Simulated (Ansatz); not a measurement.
Total g(r) from a molecular-dynamics run [in the run: mean pressure -1.0 GPa against a target of 0; one k-point, which a denser mesh shifts by 0.1 GPa in pressure and 0.05 eV/Å in forces]. Level of theory: PBE (plane waves, PAW; Ansatz, a first-principles code).

(r (Å), g(r)): (1.02, 0.00); (1.14, 0.00); (1.26, 0.00); (1.38, 0.00); (1.50, 0.00); (1.62, 0.00); (1.74, 0.00); (1.86, 0.00); (1.98, 0.00); (2.10, 0.00); (2.22, 0.00); (2.34, 0.01); (2.46, 0.18); (2.58, 0.78); (2.70, 1.76); (2.82, 2.76); (2.94, 2.90); (3.06, 2.60); (3.18, 2.22); (3.30, 1.84); (3.42, 1.40); (3.54, 1.05); (3.66, 0.70); (3.78, 0.34); (3.90, 0.18); (4.02, 0.09); (4.14, 0.09); (4.26, 0.18); (4.38, 0.39); (4.50, 0.75); (4.62, 1.04); (4.74, 1.24); (4.86, 1.17); (4.98, 1.00)

Problem. Which system gave this curve?
(A) W (bcc), crystal, 1049 K
(B) Ta (bcc), crystal, 2422 K
(C) Si15B, liquid, 1782 K
(D) MoSi2 (C11b type), crystal, 1137 K

Solution. B, Ta (bcc), crystal, 2422 K
